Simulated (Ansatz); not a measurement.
Results of r²SCAN-D4 in Ansatz (PAW) for Sn₂S₃ (Pnma, No. 62).

Numerical settings: plane-wave cutoff 500 eV, 6×10×4 k mesh (along the axes of the cell as run), gaussian smearing 0.02 eV, scalar-relativistic PAW data made under PBE.

Cell (relaxed at this level):

```
Sn2S3
1.0
    9.01263     0.00000     0.00000
    0.00000     3.76442     0.00000
    0.00000     0.00000    14.30594
Sn S
8 12
Direct
  0.33920   0.75000   0.55179
  0.66080   0.25000   0.44821
  0.16080   0.25000   0.05179
  0.83920   0.75000   0.94821
  0.97517   0.75000   0.33285
  0.02483   0.25000   0.66715
  0.52483   0.25000   0.83285
  0.47517   0.75000   0.16715
  0.47853   0.75000   0.39520
  0.52147   0.25000   0.60480
  0.02147   0.25000   0.89520
  0.97853   0.75000   0.10480
  0.83474   0.75000   0.50195
  0.16526   0.25000   0.49805
  0.66526   0.25000   0.00195
  0.33474   0.75000   0.99805
  0.21795   0.75000   0.71019
  0.78205   0.25000   0.28981
  0.28205   0.25000   0.21019
  0.71795   0.75000   0.78981
```

Task: Estimate the band gap that the calculation returns.

Result: 
- band gap: 0.94 eV (on the SCF k mesh)

Note: the relaxation could not lower the start's symmetry, so the cell can be a saddle point above a distorted one.

Spin–orbit coupling is not included.

Computed values are for the static lattice.

Ansatz is an electronic-structure program.
